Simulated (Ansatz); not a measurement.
C axis length of ZrSi (model structure, started from the NiAs type, P6₃/mmc, No. 194, 4 atoms in the cell) at several levels of theory

No measured value is used here.

```tsv
level (code)	value (Å)
PBE (Ansatz)	___
PBEsol (Ansatz)	6.807
PBE-D3(BJ) (Ansatz)	6.807
```

Question: Complete the blanks.

Answer: 
- PBE (Ansatz, a quantum-chemistry and plane-wave program), value (Å): 6.827

Ansatz's density-functional and Hartree–Fock values are scalar-relativistic unless marked +SOC, with PAW data made under PBE.

A model structure was made by putting elements into a prototype or built by hand; it is no filed structure, need not be a known phase, and can be a saddle point held by its symmetry.
